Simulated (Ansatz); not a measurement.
ZnO under a change: electrons 7.0×10^21 cm⁻³

Take ZnO in the wurtzite structure (space group P6_3mc, No. 186; a = 3.2352 Å, c = 5.2114 Å) as the base.

One thing is altered: 0.331 electrons added to each cell, a density of 7.0×10^21 cm⁻³, with a uniform compensating background at fixed cell and a 300 K Fermi–Dirac width.

Method: r2SCAN (Ansatz, an electronic-structure program), without spin-orbit coupling. k-mesh 21×21×11 (Γ-centred); smearing 0.0259 eV (Fermi–Dirac).

The gap between the host's bands decreases by 0.15 eV to 1.09 eV and the gap character remains direct at Γ. The Fermi level relative to the doped band's edge (positive inside the band; to 0.05 eV) comes out as +2.75 eV.

Carriers are added with a uniform compensating background; total energy and stress of such cells depend on the potential's zero and are not compared; many-body gap narrowing is missing at this level. No phonon test of stability was made.
